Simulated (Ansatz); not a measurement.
Base system: WGe$_{2}$ (space group Fm-3m, No. 225; a = 6.081 Å; a hypothetical phase, not in the database extracts checked; relaxed with 0.1 eV smearing). Axes: x, y, z lie along the cube axes.

Computed with plane-wave PAW DFT at the r2SCAN level (Ansatz, a first-principles code, 500 eV), without spin-orbit coupling, earlier PAW set.

Modification: every lattice vector is shortened by 1.34 %; the atoms relax in the strained cell.

**Question.** Predict the stress tensor and what it implies for the stiffness.

**Answer.** Stress of the strained cell less that of the base (GPa, compression positive):
```
    5.7     0.0     0.0
    0.0     5.7     0.0
    0.0     0.0     5.7
```

Then B = −ΔP/(ΔV/V₀) with ΔV/V₀ = -0.0397 gives secant stiffness values (nonlinear terms included at this strain): B ≈ 143 GPa.

As a check, the harmonic strain energy −½ V₀ Δσ:ε is 13 meV/atom; the computed energy rise is 13 meV/atom.

Whether these cells are dynamically stable was not tested. All final runs are without spin polarisation. WGe2 has a high density of states at the Fermi level and may be magnetic at this level.
